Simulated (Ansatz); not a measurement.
Base system: SiC in the zinc blende structure (space group F-43m, No. 216).

```
SiC
1.0
    0.00000     2.17816     2.17816
    2.17816     0.00000     2.17816
    2.17816     2.17816     0.00000
C Si
1 1
Cartesian
  1.08908   1.08908   1.08908
  0.00000   0.00000   0.00000
```

Method: Ansatz (an electronic-structure program), r2SCAN, PAW, cutoff 500 eV, no spin-orbit coupling.

Carriers are added at fixed cell with a uniform background; the Fermi–Dirac width is that of 300 K.

One change was made to it. Results:

The Fermi level relative to the doped band's edge (positive inside the band; to 0.05 eV) amounts to +0.50 eV; the gap between the host's bands is nearly the same (1.71 eV against 1.70 eV); the gap character is still indirect, Γ → X.

Problem. Name the change that was made.
A) holes 1.0×10^21 cm⁻³
B) electrons 1.0×10^21 cm⁻³
C) electrons 2.0×10^21 cm⁻³
D) holes 2.0×10^21 cm⁻³

Solution. B, electrons 1.0×10^21 cm⁻³. For comparison, the Fermi level from band edge in the other runs: holes 2.0×10^21 cm⁻³ gives +0.20 eV; holes 1.0×10^21 cm⁻³ gives +0.10 eV; electrons 2.0×10^21 cm⁻³ gives +0.75 eV.

Carriers are added with a uniform compensating background; total energy and stress of such cells depend on the potential's zero and are not compared; many-body gap narrowing is missing at this level. Whether these cells are dynamically stable was not tested.
